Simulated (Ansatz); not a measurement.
Consider this model of amorphous Ga24O37Zn.

```xyz
62
Lattice="9.1939 -0.0751 0.0689 -0.0751 8.9038 0.0480 0.0689 0.0480 9.3709" Properties=species:S:1:pos:R:3 pbc="T T T"
Ga     3.7625     0.9168     1.1389
Ga     5.2879     7.2830     2.6775
Ga     1.2428     4.4987     2.3231
Ga     2.4618     0.6833     7.0381
Ga     6.7728     6.1476     9.2913
Ga     5.7331     6.9426     6.2001
Ga     0.9821     7.6034     0.3166
Ga     1.8759     8.0711     3.6770
Ga     3.0791     5.6487     4.5721
Ga     8.4775     6.6977     2.5755
Ga     7.2466     4.3018     6.6465
Ga     7.6023     3.4343     3.6821
Ga     0.1954     6.9095     6.3766
Ga     6.4702     1.4426     0.9405
Ga     7.5491     8.8634     4.6145
Ga     5.3707     1.5686     5.2861
Ga     1.9609     4.8727     8.5341
Ga     4.0509     3.6621     6.6947
Ga     0.4538     1.2337     2.0851
Ga     8.9567     0.6246     7.8689
Ga     4.1567     7.2412     9.1653
Ga     4.6304     3.5714     2.6183
Ga     2.4722     2.0977     4.2283
Ga     8.3705     3.2377     0.1111
O      6.0943     4.4089     3.2003
O      7.9161     2.3611     1.7756
O      8.3922     8.5608     6.2945
O      4.3543     5.6984     5.9423
O      2.4961     6.4657     9.2995
O      3.4718     0.0693     8.9137
O      5.7901     3.2845     6.2003
O      1.0384     2.7100     3.1400
O      1.0742     1.9796     7.3861
O      1.0892     8.1084     7.7177
O      3.6985     7.2437     3.6121
O      8.2333     6.8204     0.6485
O      3.0521     4.6462     2.8211
O      5.7396     8.6086     5.4283
O      5.1899     6.2401     1.0975
O      4.2620     2.1181     3.7862
O      0.8654     3.9438     0.5068
O      5.6646     7.1043     8.0835
O      1.4095     6.6182     4.9000
O      8.3787     3.5129     5.4369
O      2.6139     3.7727     5.3468
O      3.9774     1.6627     6.6204
O      5.4395    -0.0070     1.5180
O      7.4448     6.1090     6.2645
O      6.9416     1.6487     4.1445
O      2.1157     0.4842     5.0908
O      9.0836     8.6982     3.4239
O      1.1632     6.8581     2.1446
O      0.3896     0.4581     0.3903
O      3.5263     4.0446     8.3581
O      6.9506     7.2935     3.4789
O      4.8382     2.4816     1.0440
O      7.2532     4.4475     8.6186
O      7.5533     1.7118     8.6610
O      8.7280     4.8625     2.9577
O      0.6400     5.2431     7.2836
O      2.3846     0.6327     2.3204
Zn     0.8711     3.5532     6.1872
```

Method: PBE, scalar-relativistic without spin-orbit coupling (plane waves to 420 eV, PAW; Ansatz, a program for electronic structure).

The cell was made by melting and quenching with the CHGNet potential and then relaxed with DFT. O atoms were pushed apart under 1.9 Å during the dynamics, to hinder bonds among them. The hot cell started wider than the set density and was brought back towards it in steps. It is the lowest in DFT energy of 2 quenches. It is a model cell: composition and starting density were chosen by hand, and all elements were melted together. No dispersion term was used. Its density started from a set value of 5.01 and ended at 5.05 g/cm³. The quench (nominally 330 K/ps over its main leg) was far faster than any real one, so the model tends to hold more defects than a real film. One small periodic cell is one sample of the glass; other quenches scatter about these values. Volume and shape were free in the relaxation. Cycles of charging lowered its energy after that relaxation.

Cut-offs for bonds: Ga-Ga 2.68 Å, Ga-O 2.52 Å, Ga-Zn 2.68 Å, O-O 1.58 Å, O-Zn 2.26 Å, Zn-Zn 2.68 Å. Two cations that share two anions don't count as bonded, nor two that share one unless they lie closer than Ga-Ga 2.61 Å, Ga-Zn 2.61 Å, Zn-Zn 2.61 Å.

Give the coordination numbers, mean bond lengths and angles.


```json
{
  "Mean coordination of Ga by anions": "4.62 (10 with 4, 13 with 5, 1 with 6)",
  "Mean coordination of O": "3.11 (2 with 2, 29 with 3, 6 with 4)",
  "Mean coordination of Zn by anions": "4.00 (1 with 4)",
  "Mean Ga-O bond": "1.949 Å (spread 0.109 Å, 111 counted)",
  "Mean O-Zn bond": "1.960 Å (spread 0.056 Å, 4 counted)",
  "Bond angle at Ga": "mean 107.1°, spread 23.5°",
  "Bond angle at O": "mean 114.5°, spread 15.5°",
  "Bond angle at Zn": "mean 109.3°, spread 9.6°"
}
```

List the pairs of like atoms that count as bonded by the rules above.

There are none by these rules.
